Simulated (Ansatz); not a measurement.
## InSe (P-6m2, No. 187; cell taken from a computed entry)

These are LDA in Ansatz (plane waves, PAW) values and carry that method's errors.

Run with plane-wave cutoff 520 eV, 12×12×2 k mesh (along the axes of the cell as run), Fermi–Dirac smearing 0.01 eV, scalar-relativistic PAW data made under PBE.

Cell: relaxed with PBEsol: a = b = 4.008 Å, c = 16.871 Å, α = β = 90.00°, γ = 120.00°.

```json
{
  "band_gap": "0.24 eV"
}
```

Note: cell and atoms aren't relaxed at this level (largest force component 0.14 eV/Å, pressure -1.6 GPa); this cell isn't known to be the ambient phase, and symmetry holds it in the calculation.

Spin–orbit coupling is not included.

Computed values are for the static lattice.

It cost about 2.6 core-minutes (a rough figure) of CPU time.

Ansatz is a program for electronic structure.
